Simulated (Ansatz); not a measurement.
Consider GaP in the zinc blende structure (space group F-43m, No. 216; a = 5.391 Å). Axes: x, y, z lie along the cube axes.

It is then changed as follows: biaxial strain −2.00 %, plane normal [001], relaxed out of plane (Cartesian); in-plane vectors clamped, the third vector and the atoms free.

All numbers come from plane-wave PAW DFT at the LDA level (Ansatz, a quantum-chemistry and plane-wave program, 420 eV), no SOC.

### Question
Give the band edges at the high-symmetry points of the new zone, measured from its valence-band maximum.

### Answer
```tsv
point	valence edge (eV)	conduction edge (eV)
Γ	0.00	1.98
X	-3.06	1.22
P	-3.81	4.29
N	-1.12	1.56
M	-2.80	1.50
S	-2.27	2.21
S₀	-2.27	2.21
R	-3.83	4.44
G	-3.83	4.44
```

The gap is 1.16 eV, indirect, Γ → Γ–X (87 % along).

Whether these cells are dynamically stable was not tested. k-point labels follow each cell's own Brillouin zone.
